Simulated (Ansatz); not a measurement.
# TaAs under a change: Ta → Nb

Base system: TaAs (space group I4_1md, No. 109; a = 3.463 Å, c = 11.733 Å).

Perturbation: full substitution Ta → Nb, then cell and atoms are relaxed.

Level of theory: DFT with PBE, PAW potentials and a 420 eV plane-wave cutoff in Ansatz (a quantum-chemistry and plane-wave program), scalar-relativistic without spin-orbit coupling. Γ-centred 19×19×19 mesh, Fermi–Dirac width 0.05 eV.

```csv
quantity,base,changed,shift
volume per atom,17.59 Å³,17.72 Å³,+0.13 Å³
density,12.08 g/cm³,7.86 g/cm³,-4.214 g/cm³
lattice parameter a,3.463 Å,3.474 Å,+0.011 Å
c/a ratio,3.388,3.382,-0.006
space group,I4_1md (No. 109),I4_1md (No. 109),–
shortest interatomic distance,2.622 Å,2.631 Å,+0.0095 Å
band gap,zero,zero,–
```

Spin-orbit coupling, missing from the scalar runs, can matter with Ta. Whether these cells are dynamically stable was not tested. All final runs are without spin polarisation. The zero or small gap of NbAs and TaAs can change with the level of theory.
